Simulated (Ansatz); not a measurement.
The parent structure is InP in the zinc blende structure (space group F-43m, No. 216; a = 5.907 Å). Axes: x, y, z lie along the cube axes.

The values are results of r2SCAN, PAW, 500 eV (Ansatz, a program for electronic structure; no spin-orbit coupling), not measurements.

Strains are applied to the cell and any free atomic positions relax; under biaxial strain the out-of-plane vector relaxes too; under stress the whole cell relaxes.

One change was made to it. Results:

```json
[
 {"quantity": "shortest interatomic distance", "base": "2.558 Å", "after": "2.552 Å"},
 {"quantity": "energy relative to the base (free energy F)", "base": "0 meV/atom", "after": "+0.9 meV/atom"},
 {"quantity": "electron mass", "base": "0.074 mₑ (at Γ)", "after": "0.076 mₑ (at Γ)"}
]
```

**Question.** What was done to the base?
A. uniaxial stress, 3 GPa tension along x
B. uniaxial stress, 5 GPa compression along z
C. uniaxial strain ε_xx = −3.90 %
D. biaxial strain −0.79 %, plane normal [001], relaxed out of plane

**Answer.** D, biaxial strain −0.79 %, plane normal [001], relaxed out of plane. For comparison, the energy relative to the base in the other runs: uniaxial strain ε_xx = −3.90 % gives +12 meV/atom; uniaxial stress, 3 GPa tension along x gives +10 meV/atom; uniaxial stress, 5 GPa compression along z gives +55 meV/atom.

The levels and masses belong to the bands next to the band gap. Effective masses come from finite differences of ±0.01 Å⁻¹. Stability under load was not tested beyond the relaxation.
